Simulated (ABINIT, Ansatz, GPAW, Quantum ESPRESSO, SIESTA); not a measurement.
# PbO (P4/nmm, 4 atoms in the cell) computed with different codes at matched settings

Self-consistent single point.

```yaml
crystal:
  lattice:
    - [3.98000, 0.00000, 0.00000]
    - [0.00000, 3.98000, 0.00000]
    - [0.00000, 0.00000, 5.02000]
  atoms:
    - { symbol: Pb, position: [0.50000, 0.00000, 0.76500] }
    - { symbol: Pb, position: [0.00000, 0.50000, 0.23500] }
    - { symbol: O, position: [0.50000, 0.50000, 0.00000] }
    - { symbol: O, position: [0.00000, 0.00000, 0.00000] }
```

Shared settings, as Ansatz (a quantum-chemistry and plane-wave program) writes them: kpoints.mp_grid.grid = 2 2 2; scf.occupations.method = fermi_dirac; scf.occupations.width = 0.05 eV. Potentials and cutoffs stand in the table.

```
code                                                                                                                                model  pressure (GPa)  largest force (eV/Å)  gap on the mesh (eV)       cutoff
----------------  -----------------------------------------------------------------------------------------------------------------------  --------------  --------------------  --------------------  -----------
ABINIT                                                           PBE, norm-conserving pseudopotentials (PseudoDojo nc-sr-05 PBE standard)            4.20                 0.342                 1.250      1143 eV
Quantum ESPRESSO                                                                           PBE, GBRV 1.5 ultrasoft (PBE) pseudopotentials            4.04                 0.322                 1.264        40 Ry
Ansatz                                                                                                             PBE, default PAW files            4.01                 0.358                 1.247      default
SIESTA            GGA PBE, numerical atomic orbitals DZP, PseudoDojo PBE standard norm-conserving potentials (rewritten from UPF to PSML)            5.39                 0.500                 1.195  grid 300 Ry
GPAW                                                                                         PBE, GPAW PAW datasets PBE (gpaw-data 1.0.1)               –                 0.294                 1.225       950 eV
```

A dash marks a value that a program does not give, or that is left out as unsure.

Gaps are read on the mesh.

On Ansatz's run: spin-orbit coupling is off.

The spread over the programs that give each value: pressure within 1.38 GPa; largest force within 0.206 eV/Å; gap on the mesh within 0.069 eV.

SIESTA uses small atom-centred bases, whose incompleteness enters pressures, forces and empty levels differently from a plane-wave cutoff. Ansatz's pressure is given at a fixed set of plane waves, as the other plane-wave codes print theirs; with its correction for the finite basis it is 4.31 GPa (the shift of 0.30 GPa shows how far the cutoff is from converged). The pressure of GPAW is left out: its cutoff lies under the one at which its stress was checked. In the pressure, SIESTA (by 1.34) lies more than 1 GPa from the median of the plane-wave programs. In the force vectors, SIESTA (by 0.168) lies more than 0.08 eV/Å from the median of the plane-wave programs.

On the base mesh (6 6 5) the same programs gave: Ansatz pressure 4.34 GPa, gap on the mesh 1.258 eV; Quantum ESPRESSO pressure 4.38 GPa, gap on the mesh 1.276 eV; ABINIT pressure 4.54 GPa, gap on the mesh 1.260 eV; GPAW gap on the mesh 1.237 eV; SIESTA pressure 5.61 GPa, gap on the mesh 1.214 eV.

The values differ from the base mesh's, so the mesh still matters here: the table compares the programs at equal settings.

The starting cell has typed, rounded lattice constants, without a prior relaxation at this level.

Left out of this page: CP2K (on another mesh).

Keys are those of Ansatz 0.2.
